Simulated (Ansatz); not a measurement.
We consider La2CuSbS5 (Ima2, No. 46; cell taken from a computed entry), described by r²SCAN (Ansatz, a program for electronic structure, plane waves, PAW).

Input file:

Ansatz 0.2 input:
```yaml
crystal:
  lattice:
    - [-6.5590196518, 3.7272369349, 3.7809876355]
    - [6.5590196518, -3.7272369349, 3.7809876355]
    - [6.5590196518, 3.7272369349, -3.7809876355]
  atoms:
    - { symbol: La, position: [0.2806954871, 0.7806954871, 0.5] }
    - { symbol: La, position: [0.2806954871, 0.2806954871, 0.0] }
    - { symbol: La, position: [0.5329179802, 0.9173931753, 0.1155248049] }
    - { symbol: La, position: [0.8018683704, 0.4173931753, 0.8844751951] }
    - { symbol: Cu, position: [0.8129619655, 0.3129619655, 0.5] }
    - { symbol: Cu, position: [0.8129619655, 0.8129619655, 0.0] }
    - { symbol: Sb, position: [0.1649282516, 0.2422651946, 0.422663057] }
    - { symbol: Sb, position: [0.8196021376, 0.7422651946, 0.577336943] }
    - { symbol: S, position: [0.453569273, 0.2141348221, 0.4391240965] }
    - { symbol: S, position: [0.7750107255, 0.0144451765, 0.5608759035] }
    - { symbol: S, position: [0.453569273, 0.5144451765, 0.7394344509] }
    - { symbol: S, position: [0.7750107255, 0.7141348221, 0.2605655491] }
    - { symbol: S, position: [0.78193262, 0.3529533672, 0.2177925452] }
    - { symbol: S, position: [0.1351608221, 0.5641400749, 0.7822074548] }
    - { symbol: S, position: [0.78193262, 0.0641400749, 0.9289792528] }
    - { symbol: S, position: [0.1351608221, 0.8529533672, 0.0710207472] }
    - { symbol: S, position: [0.2968694848, 0.5356907368, 0.261178748] }
    - { symbol: S, position: [0.2745119887, 0.0356907368, 0.738821252] }
basis:
  ecutwfc: 560
  ecutrho_ratio: 4
  xc_grid: 3
kpoints:
  mp_grid: { grid: [6, 6, 6] }
  band_path:
    path:
      - [0.0, 0.0, 0.0]
      - [-0.125, 0.125, 0.125]
      - [-0.25, 0.25, 0.25]
      - [-0.375, 0.375, 0.375]
      - [-0.5, 0.5, 0.5]
      - [-0.415365, 0.415365, 0.584635]
      - [-0.33073, 0.33073, 0.66927]
      - [0.33073, -0.33073, 0.33073]
      - [0.264584, -0.264584, 0.264584]
      - [0.198438, -0.198438, 0.198438]
      - [0.132292, -0.132292, 0.132292]
      - [0.066146, -0.066146, 0.066146]
      - [0.066615, 0.066615, -0.066615]
      - [0.13323, 0.13323, -0.13323]
      - [0.199845, 0.199845, -0.199845]
      - [0.26646, 0.26646, -0.26646]
      - [0.333075, 0.333075, -0.333075]
      - [-0.333075, 0.666925, 0.333075]
      - [-0.416538, 0.583462, 0.416538]
      - [0.0, 0.125, 0.0]
      - [0.0, 0.25, 0.0]
      - [0.0, 0.375, 0.0]
      - [0.0, 0.5, 0.0]
      - [0.083333, 0.416667, 0.083333]
      - [0.166667, 0.333333, 0.166667]
      - [0.25, 0.25, 0.25]
      - [0.5, 0.0, 0.0]
      - [0.4, 0.0, 0.0]
      - [0.3, 0.0, 0.0]
      - [0.2, 0.0, 0.0]
      - [0.1, 0.0, 0.0]
      - [0.0, 0.0, 0.125]
      - [0.0, 0.0, 0.25]
      - [0.0, 0.0, 0.375]
      - [0.0, 0.0, 0.5]
      - [0.083333, 0.083333, 0.416667]
      - [0.166667, 0.166667, 0.333333]
    npoints: 1
hamiltonian:
  xc: r2scan
  dispersion: none
  pseudopotentials: { kind: paw }
scf:
  occupations: { method: fermi_dirac, width: 0.01 }
  convergence: { dr2_threshold: 0.0000000018 }
output:
  forces: true
  stress: true
  eigenvalues: true
  write_bands: true
```

Problem. How many irreducible k-points, plane waves at Γ does the program set up, and what pressure does the run end with?

Solution. 46 irreducible k-points, 11125 plane waves at Γ; P = 3.73 GPa, so the cell is compressed on average and its volume would grow at this level.

Output (set-up and result lines):

```
Crystal: 18 atoms, lattice volume = 369.736 Å³
Basis set: ecut = 560 eV, 11125 PW (Γ), exchange–correlation on 216×216×216 points (27 copies of the dense FFT grid, shifted against one another)
Bands: 104, of which v1, the nominal top of the filled ones, is band 86 counted from 1 (85 counted from 0)
Symmetry: 4 space group operations
Space group: Ima2 (ITA 46), of the structure as read, at distance tolerance 7.2e-5 Å
k-points: 46 of 216 (time reversal used)
Functional: x = r2scan, c = r2scan; τ floored in thin density (d = 2e-4 eV/Å³)
SCF iter   1: F=—  HF=-60404.876450 eV  |F-HF|=—  |Δ(HF+E_count)|=         —  Δρ=1.82e-2  dr2=1.06e0  dr2_τ=8.51e-2
SCF iter   2: F=—  HF=-60405.226557 eV  |F-HF|=—  |Δ(HF+E_count)|=   3.50e-1  Δρ=1.57e-2  dr2=5.68e-1  dr2_τ=7.18e-3
  ...
SCF iter   9: F=—  HF=-60405.088018 eV  |F-HF|=—  |Δ(HF+E_count)|=   2.32e-4  Δρ=4.29e-6  dr2=4.67e-8  dr2_τ=7.41e-10
SCF iter  10: F=-60405.088018 eV  HF=-60405.088018 eV  |F-HF|=5.89e-10  |Δ(HF+E_count)|=   7.79e-9  Δρ=5.18e-7  dr2=1.57e-9  dr2_τ=6.14e-11
SCF 1 converged in 10 iterations: F = -60405.088018 eV  dr2 = 1.57e-9
SCF converged after 10 iterations
Free energy (F): -60405.088018 eV
Internal energy: -60405.088018 eV  (E = F + TS)
E sigma→0 (E₀):  -60405.088018 eV
Fermi energy:    11.192136 eV
--- Forces (eV/Å), atoms counted from 1 ---
  atom   1  La     0.00000000     0.00000000     0.02207018
  atom   2  La     0.00000000     0.00000000     0.02207018
  atom   3  La     0.00000000     0.02222854     0.04165339
  atom   4  La     0.00000000    -0.02222854     0.04165339
  atom   5  Cu     0.00000000     0.00000000     0.00294982
  atom   6  Cu     0.00000000     0.00000000     0.00294982
  atom   7  Sb     0.00000000     0.14910491     0.29279189
  atom   8  Sb     0.00000000    -0.14910491     0.29279189
  atom   9  S      0.17480607    -0.10355880    -0.07227262
  atom  10  S     -0.17480607     0.10355880    -0.07227262
  atom  11  S     -0.17480607    -0.10355880    -0.07227262
  atom  12  S      0.17480607     0.10355880    -0.07227262
  atom  13  S      0.03568852     0.01514673    -0.03207840
  atom  14  S     -0.03568852    -0.01514673    -0.03207840
  atom  15  S     -0.03568852     0.01514673    -0.03207840
  atom  16  S      0.03568852    -0.01514673    -0.03207840
  atom  17  S      0.00000000     0.14825873    -0.15075905
  atom  18  S      0.00000000    -0.14825873    -0.15075905
--- Stress (GPa, compression-positive) ---
        3.808532       0.000000       0.000000
        0.000000       3.764557       0.000000
        0.000000       0.000000       3.627053
  P = ⅓ Tr σ = 3.7334 GPa (37.334 kbar)
```

The PAW data were made under PBE.

Note: cell and atoms aren't relaxed at this level (largest force component 0.29 eV/Å, pressure 3.7 GPa). Note: this cell isn't known to be the ambient phase, and symmetry holds it in the calculation.

Cost on a shared machine: roughly 19 core-minutes.
